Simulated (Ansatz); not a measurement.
Consider NiO in the rock salt structure (space group Fm-3m, No. 225; a = 4.1156 Å; ferromagnetic).

Structures relaxed with PBEsol in Ansatz (plane waves to 420 eV, PAW, without spin-orbit coupling).

Base:

Simulated powder pattern, Cu Kα, λ = 1.54184 Å (kinematic, ideal powder, no thermal factors, no anomalous dispersion; the 8 strongest lines at most, above 2 %, up to 2θ = 90°):

```json
[
 {"2θ (°)": "37.86", "I/Imax (%)": "76", "hkl": "(111)"},
 {"2θ (°)": "44.00", "I/Imax (%)": "100", "hkl": "(200)"},
 {"2θ (°)": "63.98", "I/Imax (%)": "57", "hkl": "(220)"},
 {"2θ (°)": "76.82", "I/Imax (%)": "29", "hkl": "(311)"},
 {"2θ (°)": "80.91", "I/Imax (%)": "18", "hkl": "(222)"}
]
```

Modification: full substitution Ni → H, then cell and atoms are relaxed.

**Question.** Predict the new powder pattern.

**Answer.** 
Simulated powder pattern, Cu Kα, λ = 1.54184 Å (kinematic, ideal powder, no thermal factors, no anomalous dispersion; the 8 strongest lines at most, above 2 %, up to 2θ = 90°):

```tsv
2θ (°)	I/Imax (%)	hkl
46.65	100	(111)
54.41	58	(200)
80.57	23	(220)
```

The indices refer to each structure's own conventional cell; one index is shown for lines that coincide.

Whether these cells are dynamically stable was not tested. As relaxed here, HO is a hypothetical phase, not in the database extracts checked. No Hubbard U is applied and the magnetic state is the run's own (NiO ferromagnetic); other magnetic orders, which need larger cells, were not tried and can change the gap. Spin-polarised in the final run: base; the other runs are not. An odd electron count without spin: HO. In its common phase, real NiO is an antiferromagnetic insulator at low temperature.

Ansatz is a program for electronic structure.
